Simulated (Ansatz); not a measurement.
Ge (model structure, I-43m, No. 217, 23 atoms in the cell)

The numbers are results of r²SCAN+SOC (plane waves, PAW; Ansatz, a quantum-chemistry and plane-wave program), not measurements.

Run with plane-wave cutoff 560 eV, 4×4×4 k mesh, Fermi–Dirac smearing 0.01 eV, PAW data made under PBE.

Cell (relaxed with PBEsol):

```cif
data_Ge23
_chemical_formula_sum 'Ge23'
_space_group_name_H-M_alt 'P 1'
_space_group_IT_number 1
_cell_length_a 9.07500
_cell_length_b 9.07500
_cell_length_c 9.07500
_cell_angle_alpha 109.471
_cell_angle_beta 109.471
_cell_angle_gamma 109.471
loop_
_space_group_symop_operation_xyz
  'x, y, z'
loop_
_atom_site_label
_atom_site_type_symbol
_atom_site_fract_x
_atom_site_fract_y
_atom_site_fract_z
_atom_site_occupancy
Ge1 Ge 0.00000 0.00000 0.00000 1
Ge2 Ge 0.27082 0.27082 0.27082 1
Ge3 Ge 0.00000 0.00000 0.72918 1
Ge4 Ge 0.00000 0.72918 0.00000 1
Ge5 Ge 0.72918 0.00000 0.00000 1
Ge6 Ge 0.50000 0.25000 0.75000 1
Ge7 Ge 0.50000 0.75000 0.25000 1
Ge8 Ge 0.75000 0.50000 0.25000 1
Ge9 Ge 0.25000 0.50000 0.75000 1
Ge10 Ge 0.25000 0.75000 0.50000 1
Ge11 Ge 0.75000 0.25000 0.50000 1
Ge12 Ge 0.44051 0.44051 0.16906 1
Ge13 Ge 0.27145 0.27145 0.83094 1
Ge14 Ge 0.72855 0.55949 0.00000 1
Ge15 Ge 0.55949 0.72855 0.00000 1
Ge16 Ge 0.16906 0.44051 0.44051 1
Ge17 Ge 0.83094 0.27145 0.27145 1
Ge18 Ge 0.00000 0.72855 0.55949 1
Ge19 Ge 0.00000 0.55949 0.72855 1
Ge20 Ge 0.44051 0.16906 0.44051 1
Ge21 Ge 0.27145 0.83094 0.27145 1
Ge22 Ge 0.55949 0.00000 0.72855 1
Ge23 Ge 0.72855 0.00000 0.55949 1
```

```yaml
band_gap: 1.24 eV (indirect)
smallest_direct_gap_on_the_k_points_sampled: 1.31 eV
direct gap at Γ: 2.00 eV
```

Note: the relaxation could raise the start's symmetry but not lower it, so the cell can be a saddle point; cell and atoms aren't relaxed at this level (largest force component 0.04 eV/Å).

The computed numbers hold no vibrational or temperature effects.

A model structure was made by putting elements into a prototype or built by hand; it is no filed structure, need not be a known phase, and can be a saddle point held by its symmetry.
